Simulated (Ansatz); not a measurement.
# Pressure series in AlCo

Consider AlCo in the CsCl type structure (space group Pm-3m, No. 221; a = 2.852 Å; non-magnetic).

Cell and atoms are relaxed at each pressure.

The values are results of PBE (Ansatz, a program for electronic structure; PAW; 420 eV plane waves; no spin-orbit coupling), not measurements.

| P (GPa) | V (Å³/atom) |
|---|---|
| -1.99 | 11.732 |
| -0.99 | 11.665 |
| 0.90 | 11.542 |
| 2.10 | 11.468 |
| 4.50 | 11.325 |
| 9.00 | 11.082 |
| 15.00 | 10.795 |
| 22.50 | 10.482 |
| 30.00 | 10.209 |

A third-order Birch–Murnaghan fit to these points gives V₀ = 11.60 Å³/atom, B₀ = 179 GPa and B₀′ = 4.2. At pressure 30 GPa the volume is 88.0 % of V₀.

Measured bulk modulus of AlCo: 162 GPa (room temperature; as listed in Yamada, Ryo, Mohri, Tetsuo, arXiv (2019)); the computed value is for a static lattice, so the two differ by thermal effects too.

The program warned that an SCF state here may not be the lowest one. Load acts through the strain it causes; cell and atoms are relaxed under it. No phonon test of stability was made. Competing high-pressure phases were not computed. Starting moments died away, wholly or in part, for the base; another magnetic solution may exist. All final runs are without spin polarisation.
